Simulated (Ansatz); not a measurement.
H on the 1x1 (110) surface of bcc Mo, one in a 3x3 cell, energies for each (63.6 Å²). Energies are against ½ H2(g), without zero-point or thermal terms; each row is named by its start.

The numbers are results of PBE (plane waves to 420 eV, PAW; Ansatz, a first-principles code), not measurements.

**Question.** Which site binds most strongly?
(A) top Mo
(B) hollow Mo-Mo-Mo

**Answer.** B, hollow Mo-Mo-Mo. Adsorption energies: hollow Mo-Mo-Mo -0.73 eV; top Mo 0.02 eV.
